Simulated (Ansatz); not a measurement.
Take C in the graphite type structure (space group P6_3/mmc, No. 194; a = 2.4583 Å, c = 6.5648 Å; layered, stacked along the Cartesian z axis) as the base.

Level of theory: PBEsol-D3(BJ) (Ansatz, a first-principles code), no spin-orbit coupling.

Base values:

```
Property                         Value
-----------------------------  -------
Shortest interatomic distance  1.419 Å
```

Now apply this change: a free-standing slab of 4 layers (8 atoms, 2 a layer) is cut normal to the stacking axis, with 15 Å of vacuum and the in-plane cell relaxed.

Task: Estimate the effect on the thickness between the outermost nuclei.

Result: The thickness between the outermost nuclei amounts to 9.91 Å.

Task: What happens to the excess energy per area of both faces?

Result: The excess energy per area of both faces (slab less bulk energy over the cell's area: twice a surface energy) amounts to 0.4 J/m² (uncertain by up to 0.2 J/m²).

Task: Estimate the effect on the shortest interatomic distance.

Result: The shortest interatomic distance remains 1.419 Å.

Slab and bulk use different k-meshes, which limits the precision of the excess energy. Stability against distortions was not tested.
